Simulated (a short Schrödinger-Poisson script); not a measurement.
MOS inversion layer, Al2O3 on p-type Si(100)

Stack: MOS inversion layer, Al2O3 on p-type Si(100), at 400 K.

| layer | material | thickness (nm) | Na (cm⁻³) |
|---|---|---|---|
| 1 | Al2O3 | 2.3 | - |
| 2 | Si | 780 | 3e17 |

Constants are typed, rounded textbook-type inputs, not results; the design itself was drawn at random and stands for no fabricated device. Al2O3: permittivity 9, conduction-band edge (eV) 2.7, gap (eV) 6.8, electron mass (mₑ) 0.3. Si: permittivity 11.7, conduction-band edge (eV) 0, gap (eV) 1.124, Nv at 300 K (cm⁻³) 3.1e19.

Channel valleys (confinement mass, in-plane density-of-states mass, number): Δ2 0.916, 0.19, 2; Δ4 0.19, 0.417, 4. At the gate the conduction-band edge of layer 1 lies 3.41 eV − eVg above the Fermi level of the channel; the field vanishes at the back. Gaps are held at their typed values at every temperature. Mesh 0.03 nm at interfaces.

Solved with a short Schrödinger-Poisson script written for these runs: 1D Poisson equation in equilibrium, electrons quantum, Hartree (BenDaniel-Duke, 12 states a valley, the channel's in-plane mass for all, wave functions free to enter the dielectric), parabolic valleys, classical holes, full ionisation, no traps, pinning or gate leakage.

| Vg (V) | electrons (cm⁻²) | C (μF/cm²) | Δ2 E0 (meV) | Δ2 E1 (meV) | Δ4 E0 (meV) | Δ4 E1 (meV) |
|---|---|---|---|---|---|---|
| 0.3 | 4.06e6 | 0.222 | 528.5 | 571.3 | 562.9 | 632.7 |
| 0.4 | 5.14e7 | 0.203 | 438.5 | 484.5 | 475.2 | 550.5 |
| 0.5 | 6.77e8 | 0.190 | 347.6 | 396.4 | 386.4 | 466.6 |
| 0.6 | 9.04e9 | 0.210 | 256.5 | 307.8 | 297.2 | 381.7 |
| 0.7 | 1.05e11 | 0.507 | 170.3 | 224.4 | 213.1 | 301.8 |
| 0.8 | 5.94e11 | 1.27 | 107.4 | 166.5 | 154.0 | 247.5 |
| 0.9 | 1.53e12 | 1.78 | 70.5 | 136.4 | 122.2 | 220.8 |
| 1 | 2.72e12 | 2.04 | 46.4 | 119.5 | 103.5 | 206.9 |
| 1.1 | 4.05e12 | 2.21 | 28.4 | 108.6 | 90.8 | 198.5 |
| 1.2 | 5.45e12 | 2.32 | 13.8 | 100.8 | 81.2 | 192.9 |
| 1.3 | 6.92e12 | 2.40 | 1.4 | 94.9 | 73.4 | 188.8 |

Subbands count from the Fermi level.
